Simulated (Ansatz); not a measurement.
WSi2 under a change: uniaxial strain ε_zz = +3.00 %

Base system: WSi2 (space group I4/mmm, No. 139; a = 3.229 Å, c = 7.870 Å; relaxed with 0.1 eV smearing). Axes: x, y, z lie along a, b, c of the conventional cell.

One thing is altered: the cell is stretched by 3.00 % along z with no lateral relaxation; the atoms relax in the strained cell.

All numbers come from Ansatz (a first-principles code) PBE, scalar-relativistic without spin-orbit coupling. k-mesh 25×25×25 (Γ-centred); smearing 0.1 eV (Fermi–Dirac).

The volume per atom increases by 0.410 Å³ to 14.09 Å³ and the space group stays I4/mmm (No. 139). The shortest interatomic distance increases by 0.0405 Å (2.605 Å → 2.645 Å) and the energy goes up by 18 meV/atom. The pressure (mean of the normal stresses, compression positive) goes from zero to -6.2 GPa and the band gap is still zero. The stress (xx, yy, zz, yz, xz, xy; compression positive) amounts to (-2.6, -2.6, -13.5, 0.0, 0.0, 0.0) GPa.

Final structure:

```
WSi2
1.0
   -1.61445     1.61445     4.05291
    1.61445    -1.61445     4.05291
    1.61445     1.61445    -4.05291
Si W
2 1
Direct
  0.66477   0.66477   0.00000
  0.33523   0.33523   0.00000
  0.00000   0.00000   0.00000
```

Whether these cells are dynamically stable was not tested. All final runs are without spin polarisation.
